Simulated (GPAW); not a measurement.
# Input and output of a self-consistent single point for Nb3Au2 (I4/mmm, 5 atoms in the cell) (GPAW)

Method of the run: PBEsol, GPAW PAW datasets PBEsol (made by gpaw-setup) (plane waves; GPAW).

This input was run:

```python
from ase import Atoms
from ase.units import GPa
from gpaw import GPAW, PW

atoms = Atoms(['Nb', 'Nb', 'Nb', 'Au', 'Au'],
              cell=[[-1.707805, 1.707805, 7.660900],
                    [1.707805, -1.707805, 7.660900],
                    [1.707805, 1.707805, -7.660900]],
              positions=[[0.000000, 0.000000, 0.000000],
                         [0.000000, -0.000000, 6.117075],
                         [0.000000, -0.000000, 9.204725],
                         [0.000000, -0.000000, 3.060836],
                         [-0.000000, 0.000000, 12.260964]],
              pbc=True)

calc = GPAW(mode=PW(550),
            xc='PBEsol',
            kpts=(7, 7, 7),
            occupations={'name': 'methfessel-paxton', 'width': 0.2, 'order': 0},
            nbands=-11,
            convergence={'forces': 0.001},
            symmetry={'symmorphic': False, 'tolerance': 0.0005},
            maxiter=100)

atoms.calc = calc

energy = atoms.get_potential_energy()
print('Energy (eV):', round(energy, 6))
forces = atoms.get_forces()
print('Forces (eV/Ang):')
print(forces.round(5))
stress = atoms.get_stress()
print('Stress (GPa, Voigt):', (stress / GPa).round(4))
```

Output (repeated stretches shortened):

```
Input parameters:
  convergence: {forces: 0.001}
  kpts: [7 7 7]
  maxiter: 100
  mode: {ecut: 550.0,
         name: pw}
  nbands: -11
  occupations: {name: methfessel-paxton,
                order: 0,
                width: 0.2}
  symmetry: {symmorphic: False,
             tolerance: 0.0005}
  xc: PBEsol

species:
  Nb:
    name: Niobium
    Z: 41.0
    valence: 13
    core: 28
    charge: 0.0
    file: Nb.PBEsol.gz

    # Using partial waves for Nb as LCAO basis

  Au:
    name: Gold
    Z: 79.0
    valence: 11
    core: 68
    charge: 0.0
    file: Au.PBEsol.gz

    # Using partial waves for Au as LCAO basis

Reference energy: -1344457.147439  # eV

Spin-paired calculation

Convergence criteria:
 Maximum [total energy] change in last 3 cyles: 0.0005 eV / valence electron
 Maximum integral of absolute [dens]ity change: 0.0001 electrons / valence electron
 Maximum integral of absolute [eigenst]ate change: 4e-08 eV^2 / valence electron
 Maximum change in the atomic [forces] across last 2 cycles: 0.001 eV/Ang OR
Maximum error relative to the maximum force is below inf
 Maximum number of scf [iter]ations: 100

Symmetries present (total): 16
Symmetries with fractional translations: 0
343 k-points: 7 x 7 x 7 Monkhorst-Pack grid
40 k-points in the irreducible part of the Brillouin zone
       k-points in crystal coordinates                weights
   0:     0.00000000    0.00000000    0.00000000          1/343
   1:     0.14285714   -0.14285714    0.00000000          4/343
   2:     0.14285714   -0.14285714    0.14285714          4/343
   [... 7 lines left out ...]
          ...
  39:     0.42857143    0.42857143    0.42857143          8/343

Wave functions: Plane wave expansion
  Cutoff energy: 550.000 eV
  Number of coefficients (min, max): 2592, 2662
  Pulay-stress correction: 0.000000 eV/Ang^3 (de/decut=0.000000)

Occupation numbers: Methfessel-Paxton:
  width: 0.2000  # eV
  order: 0

Eigensolver

Densities:
  Coarse grid: 45*45*45 grid
  Fine grid: 90*90*90 grid
  Total Charge: 0.000000

Density mixing:
  Method: separate
  Backend: pulay
  Linear mixing parameter: 0.05
  old densities: 5
  Damping of long wavelength oscillations: 50

Hamiltonian:
  XC and Coulomb potentials evaluated on a 90*90*90 grid
  External potential:
    NoExternalPotential

XC parameters: PBEsol with 2 nearest neighbor stencil

Number of atoms: 5
Number of atomic orbitals: 57
Number of bands in calculation: 41
Number of valence electrons: 61
Bands to converge: occupied

Density initialized from atomic densities
  41 bands from LCAO basis set

Atomic positions and initial magnetic moments

Positions:
   0 Nb     0.000000    0.000000    0.000000    ( 0.0000,  0.0000,  0.0000)
   1 Nb     0.000000   -0.000000    6.117075    ( 0.0000,  0.0000,  0.0000)
   2 Nb     0.000000   -0.000000    9.204725    ( 0.0000,  0.0000,  0.0000)
   3 Au     0.000000   -0.000000    3.060836    ( 0.0000,  0.0000,  0.0000)
   4 Au    -0.000000    0.000000   12.260964    ( 0.0000,  0.0000,  0.0000)

Unit cell:
           periodic     x           y           z      points  spacing
  1. axis:    yes   -1.707805    1.707805    7.660900    45     0.0741
  2. axis:    yes    1.707805   -1.707805    7.660900    45     0.0741
  3. axis:    yes    1.707805    1.707805   -7.660900    45     0.0537

  Lengths:   8.032595   8.032595   8.032595
  Angles:  155.449376 155.449376  34.996306

Effective grid spacing dv^(1/3) = 0.0994

     iter     time        total  log10-change:
                         energy   eigst   dens  force
iter:   1 --:--:--   -47.222671
iter:   2 --:--:--   -45.116651   -1.12  -1.10
iter:   3 --:--:--   -43.514286   -1.09  -1.15
iter:   4 --:--:--   -41.959445   -1.06  -1.25
iter:   5 --:--:--   -41.869457   -1.47  -1.60
iter:   6 --:--:--   -41.844417   -1.97  -1.92
iter:   7 --:--:--   -41.824437   -2.47  -2.05
iter:   8 --:--:--   -41.874414   -2.37  -2.24
iter:   9 --:--:--   -41.793945   -2.29  -2.09
iter:  10 --:--:--   -41.792112   -3.39  -2.65
iter:  11 --:--:--   -41.791897c  -4.52  -2.79
iter:  12 --:--:--   -41.792193c  -3.74  -2.83
iter:  13 --:--:--   -41.791563c  -4.20  -2.98
iter:  14 --:--:--   -41.791351c  -4.78  -3.32
iter:  15 --:--:--   -41.791119c  -5.36  -3.53
iter:  16 --:--:--   -41.791087c  -6.37  -3.62
iter:  17 --:--:--   -41.791065c  -6.95  -3.63
iter:  18 --:--:--   -41.790979c  -5.63  -3.64
iter:  19 --:--:--   -41.790982c  -6.50  -3.71
iter:  20 --:--:--   -41.791021c  -5.96  -3.72
iter:  21 --:--:--   -41.790975c  -6.36  -4.03c
iter:  22 --:--:--   -41.790938c  -6.17  -4.27c
iter:  23 --:--:--   -41.790935c  -7.26  -4.33c
iter:  24 --:--:--   -41.790929c  -6.98  -4.36c
iter:  25 --:--:--   -41.790928c  -7.99c -4.40c
iter:  26 --:--:--   -41.790928c  -7.31  -4.42c
iter:  27 --:--:--   -41.790930c  -7.34  -4.52c
iter:  28 --:--:--   -41.790933c  -7.63c -4.56c -2.47
iter:  29 --:--:--   -41.790931c  -8.70c -4.85c -3.43c

Converged after 29 iterations.

Dipole moment: (0.000000, -0.000000, -0.000000) |e|*Ang

Energy contributions relative to reference atoms: (reference = -1344457.147439)

Kinetic:        -48.085465
Potential:      +26.649940
External:        +0.000000
XC:             -20.572644
Entropy (-ST):   -0.073091
Local:           +0.253783
SIC:             +0.000000
--------------------------
Free energy:    -41.827477
Extrapolated:   -41.790931

Showing only first 2 kpts
 Kpt  Band  Eigenvalues  Occupancy
  0    28     11.00255    0.26443
  0    29     11.02402    0.20486
  0    30     11.02402    0.20485
  0    31     11.61741    0.00000

  1    28     10.15780    2.00000
  1    29     10.35639    1.99945
  1    30     11.15382    0.02884
  1    31     11.57755    0.00000

Fermi level: 10.84472

No gap
No difference between direct/indirect transitions
Energy (eV): -41.790931

Forces in eV/Ang:
  0 Nb    0.00000    0.00000   -0.00000
  1 Nb    0.00000    0.00000    0.17218
  2 Nb    0.00000    0.00000   -0.17218
  3 Au    0.00000    0.00000   -0.15867
  4 Au    0.00000    0.00000    0.15867

Stress tensor:
     0.037970    -0.000000    -0.000000
    -0.000000     0.037970    -0.000000
    -0.000000    -0.000000     0.038169
Stress (GPa, Voigt): [ 6.0835  6.0835  6.1153 -0.     -0.     -0.    ]
```

The run converged in 29 iterations. GPAW prints stress with tension positive.

The starting cell comes from a database of computed structures (which also holds hypothetical and non-ambient phases and stackings), without a prior relaxation at this level. Spin-orbit coupling is off. Spin polarisation is off. With a pressure of about -6 GPa the cell is away from its equilibrium volume at this level.

Cost on one core of a shared machine: roughly 10 min.
